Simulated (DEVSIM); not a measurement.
Structure: illuminated Si p-on-n cell, one wavelength, at 300 K.

Layer 1 from the left is Si, thickness (μm) 0.0850, Na (cm⁻³) 6.5e17, τn (s) 4.6e-7, τp (s) 8.4e-7, absorption coefficient (cm⁻¹) 75000. Layer 2 from the left is Si, thickness (μm) 110, Nd (cm⁻³) 2.6e15, τn (s) 2.4e-5, τp (s) 2.4e-5, absorption coefficient (cm⁻¹) 75000.

Left contact: ohmic, minority electron recombination velocity 9e5 cm/s. Right contact: ohmic, minority hole recombination velocity 7e6 cm/s. Voltage is applied to the left contact. Recombination: SRH at mid-gap, radiative, Auger. Gap narrowing is on: ΔEg = 6.92 meV × (l + √(l² + 0.5)), l = ln(N/1.3e17 cm⁻³), shared equally by both band edges. Light enters at the left, 2.8e16 photons cm⁻² s⁻¹, one pass, no reflection. Mobility is constant in doping.

This is a model device: material constants are rounded textbook-type values typed into the input, and sizes, dopings and lifetimes were drawn at random. Values at 300 K.

Si: gap (eV) 1.124, affinity (eV) 4.05, permittivity 11.7, Nc (cm⁻³) 2.86e19, Nv (cm⁻³) 3.1e19, μn (cm²/Vs) 1417, μp (cm²/Vs) 470, B (cm³/s) 4.7e-15, Cn (cm⁶/s) 2.8e-31, Cp (cm⁶/s) 9.9e-32.

Model (solved in DEVSIM): 1D drift-diffusion, Boltzmann statistics, complete ionisation; no tunnelling, impact ionisation, image-force lowering or self-heating.

Dark forward current:

| |V| (V) | |J| (A/cm²) |
|---|---|
| 0.05 | 7.352e-10 |
| 0.10 | 4.211e-9 |
| 0.15 | 2.429e-8 |
| 0.20 | 1.524e-7 |
| 0.25 | 1.008e-6 |
| 0.30 | 6.840e-6 |
| 0.35 | 4.692e-5 |
| 0.40 | 0.0003233 |
| 0.45 | 0.002229 |
| 0.50 | 0.01528 |
| 0.55 | 0.1003 |
| 0.60 | 0.5418 |
| 0.65 | 1.950 |
| 0.70 | 4.834 |
| 0.75 | 9.462 |
| 0.80 | 15.99 |
| 0.85 | 24.50 |
| 0.90 | 35.06 |
| 0.95 | 47.72 |
| 1.00 | 62.50 |
| 1.05 | 79.42 |
| 1.10 | 98.51 |
| 1.15 | 119.8 |
| 1.20 | 143.2 |
| 1.25 | 168.8 |
| 1.30 | 196.7 |

Task: Work out the local ideality factor n = ΔV / (kT/q · ln(J2/J1)) between the rows 0.15 and 0.20 V, 0.40 and 0.45 V, 1.25 and 1.30 V.

Result: kT/q = 25.85 mV. From 0.15 to 0.20 V: ln(1.524e-7/2.429e-8) = 1.836, n = 1.05, near the 1 of diffusion or emission over a barrier. From 0.40 to 0.45 V: ln(0.002229/0.0003233) = 1.931, n = 1.00, near the 1 of diffusion or emission over a barrier. From 1.25 to 1.30 V: ln(196.7/168.8) = 0.153, n = 12.64.

Task: What current could the absorbed light give at most, and what share is collected?

Result: Σ αd = 826, so qΦ(1 − exp(−Σ αd)) = 4.49 mA/cm². The simulated short-circuit current is 4.268 mA/cm², a share of 0.95.

Task: Estimate the open-circuit voltage by superposition: the voltage at which the dark current equals that short-circuit current.

Result: Interpolating ln J in the table gives 0.467 V. The simulation gives 0.467 V, the same within the digits that matter. Superposition holds where collection doesn't change with voltage.

Task: Estimate the fill factor from FF0 = (v − ln(v + 0.72))/(v + 1), v = qVoc/(nkT), with n from the dark curve.

Result: The rows about Voc, 0.45 and 0.50 V, give n = 1.00, so v = 18.0 and FF0 = 0.793. The simulation gives 0.794, the same within the digits that matter.
